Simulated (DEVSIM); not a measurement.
System: Pd/Si3N4/p-Ge capacitor, at 300 K.

Layer 1 from the left is Si3N4, thickness (nm) 23.0. Layer 2 from the left is Ge, thickness (nm) 14000, Na (cm⁻³) 1.7e15.

Metal gate on the left, work function 5.2 eV. Fixed charge at the semiconductor interface -3.3e11 cm⁻² (in units of +e); no interface traps.

Constants are typed, rounded textbook-type inputs, not results; the design itself was drawn at random and stands for no fabricated device. Values at 300 K.

Si3N4: gap (eV) 5.1, affinity (eV) 2.1, permittivity 7.5. Ge: gap (eV) 0.664, affinity (eV) 4, permittivity 16, Nc (cm⁻³) 1.04e19, Nv (cm⁻³) 6e18.

### Question
Estimate by hand the flat-band voltage, the threshold voltage, and compare with a numerical solution.

### Answer

- Flat-band voltage: C = 0.289 μF/cm², work-function difference 0.747 V; VFB = φms − qNf/C = 0.93 V; numerical 0.93 V.
- Threshold voltage: φF = 0.114 V, depletion charge √(4εqNφF) = 1.32e-8 C/cm²; VT = VFB + 2φF + Qd/C = 1.20 V; numerical 1.20 V.

Simulated with DEVSIM: 1D Poisson equation in equilibrium, Boltzmann statistics, complete ionisation; no quantum confinement or tunnelling. Metal contacts follow the ideal Schottky-Mott rule: no Fermi-level pinning, no interface dipoles.
